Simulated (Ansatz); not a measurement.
Consider this model of amorphous In24O38Hf.

```
CELL_PARAMETERS angstrom
      9.65024    -0.07709     0.06816
     -0.07709     9.79604     0.15316
      0.06816     0.15316     9.40773
ATOMIC_POSITIONS crystal
  In 0.33771 0.91015 0.42692
  In 0.87084 0.23516 0.01826
  In 0.66566 0.55545 0.89372
  In 0.05432 0.10335 0.43945
  In 0.56117 0.12390 0.21424
  In 0.62774 0.58239 0.53838
  In 0.34487 0.69676 0.70533
  In 0.74022 0.93473 0.49871
  In 0.84071 0.34366 0.36277
  In 0.00014 0.73715 0.57917
  In 0.40331 0.23812 0.90364
  In 0.49121 0.44787 0.24788
  In 0.31200 0.65532 0.04588
  In 0.98038 0.59360 0.10206
  In 0.53536 0.94435 0.80107
  In 0.08531 0.42874 0.79536
  In 0.09942 0.07280 0.78995
  In 0.85483 0.83545 0.89060
  In 0.98213 0.91955 0.19272
  In 0.62508 0.77015 0.17082
  In 0.17567 0.28679 0.17104
  In 0.18406 0.51019 0.42199
  In 0.29741 0.95175 0.07421
  In 0.35739 0.23844 0.55082
  O  0.02044 0.87246 0.75180
  O  0.39755 0.28160 0.12573
  O  0.95516 0.90286 0.42141
  O  0.48346 0.84623 0.59475
  O  0.34763 0.84241 0.87970
  O  0.40924 0.44277 0.46515
  O  0.91856 0.02159 0.99761
  O  0.51967 0.57726 0.06086
  O  0.23513 0.57626 0.85609
  O  0.52268 0.56453 0.73028
  O  0.25953 0.50581 0.20768
  O  0.18489 0.00467 0.26935
  O  0.70890 0.32743 0.89011
  O  0.51879 0.18308 0.71764
  O  0.45171 0.10023 0.40660
  O  0.84856 0.16101 0.50404
  O  0.12538 0.76825 0.09406
  O  0.04391 0.52416 0.60060
  O  0.63077 0.60306 0.32289
  O  0.50140 0.05620 0.00637
  O  0.68454 0.95535 0.28279
  O  0.94638 0.23360 0.78245
  O  0.77941 0.73508 0.59105
  O  0.73002 0.01191 0.71112
  O  0.25219 0.29373 0.74691
  O  0.67884 0.30841 0.21612
  O  0.22361 0.72600 0.50971
  O  0.17516 0.28673 0.40436
  O  0.21112 0.05241 0.59002
  O  0.96575 0.19887 0.22565
  O  0.40937 0.81812 0.21358
  O  0.03797 0.39149 0.01826
  O  0.64573 0.79450 0.92706
  O  0.87958 0.60394 0.89341
  O  0.84458 0.76180 0.13055
  O  0.20817 0.12417 0.97633
  O  0.72618 0.38929 0.55546
  O  0.97341 0.51021 0.31070
  Hf 0.74105 0.22971 0.69504
```

Methods: PBE, scalar-relativistic without spin-orbit coupling (Ansatz, a first-principles code); r2SCAN, scalar-relativistic without spin-orbit coupling (Ansatz); HSE06, scalar-relativistic without spin-orbit coupling (Ansatz). Neutral PBE cell, which sets geometry, pressure and energy: sampling: a 2×2×2 Γ-centred mesh; Fermi-Dirac width 0.02 eV; no spin polarisation. Exact exchange is cut at the faces of this 9 Å cell, which leaves hybrid gaps a finite-size error.

Preparation: random packing, a CHGNet melt and quench, and a DFT relaxation. O atoms were pushed apart under 1.9 Å during the dynamics, to hinder bonds among them. The hot cell started wider than the set density and was brought back towards it in steps. It is the lowest in DFT energy of 2 quenches. It is a model cell: composition and starting density were chosen by hand, and all elements were melted together. No dispersion term was used. Its density started from a set value of 6.62 and ended at 6.62 g/cm³. Cooling (nominally 280 K/ps over its main leg) ran many orders faster than in experiment, which tends to leave more defects and strain. A cell of this size samples the disorder only roughly. The volume was held where the preparation left it and the shape relaxed.

Give the pressure and the spacing of the highest filled and lowest empty levels.


Pressure on a 2×2×2 Γ-centred mesh: -14.5 kbar
Largest force and stress component on that mesh (the relaxation ran on the zone centre alone): 0.17 eV/Å and 1.5 GPa
Gap on a 2×2×2 Γ-centred mesh (PBE): 0.68 eV
Gap at the zone centre (PBE): 0.68 eV
Gap at the zone centre (r2SCAN): 1.14 eV
Gap at the zone centre (HSE06): 2.06 eV
Distance between the nearest levels spread over more than a fifth of the atoms or a third of the atoms of their main element (six at least) (PBE, zone centre): 0.68 eV

At PBE and the zone centre, how localised are the states just below and above the Fermi level (participation number: the atoms over which a state spreads)?

The highest filled state is spread over 14.9 atoms' worth, largest on O33, with weights by element (charge in smoothed Voronoi cells) O 0.95, In 0.05, Hf 0.00. The lowest empty state is spread over 59.5 atoms' worth, largest on In2, with weights by element (charge in smoothed Voronoi cells) O 0.56, In 0.43, Hf 0.01.

Neighbours within In-In 3.12 Å, In-O 2.86 Å, In-Hf 3.23 Å, O-O 1.58 Å, O-Hf 2.65 Å, Hf-Hf 3.34 Å count as bonded. Two cations that share two anions don't count as bonded, nor two that share one unless they lie closer than In-In 3.04 Å, In-Hf 3.15 Å, Hf-Hf 3.25 Å.

Added carriers, by Ansatz with PBE, scalar-relativistic without spin-orbit coupling on the zone centre alone. Charged cells keep the cell fixed and stand in a uniform background, with no image correction, at a width of 0.01 eV; where the count is odd the moment is locked at 1 μB, unless the neutral cell bore moments. Each starts from the undistorted neutral geometry alone. PBE's self-interaction favours spread-out carriers, so it can miss traps that a hybrid finds.

What happens at PBE when the cell takes an extra electron and the atoms relax?

Relaxation lowers the charged cell by 0.01 eV. The largest moves are In11 0.02 Å, In2 0.02 Å, O34 0.02 Å, O37 0.02 Å. The level that holds the added charge spreads over 59.4 atoms' worth, most on In2 (weight 0.03): a carrier spread over the cell. No bond crosses its cut-off with a change of over 0.15 Å (metal-metal contacts aside). Made neutral again at that geometry, the cell lies +0.01 eV from the neutral start.

What happens at PBE when the cell takes a hole and the atoms relax?

Relaxation lowers the charged cell by 0.26 eV. The largest moves are O49 0.50 Å, O53 0.44 Å, In16 0.28 Å, In17 0.28 Å. The level that was emptied spreads over 4.1 atoms' worth, most on O49 (weight 0.43): a localised (trapped) carrier, which neighbours of that atom can share. Bonds broken: In1-O53, In17-O49. Bonds formed: In11-O37. Made neutral again at that geometry, the cell lies +0.54 eV from the neutral start (a closed shell was imposed there, with levels 0.05 eV apart, so this is an upper bound).
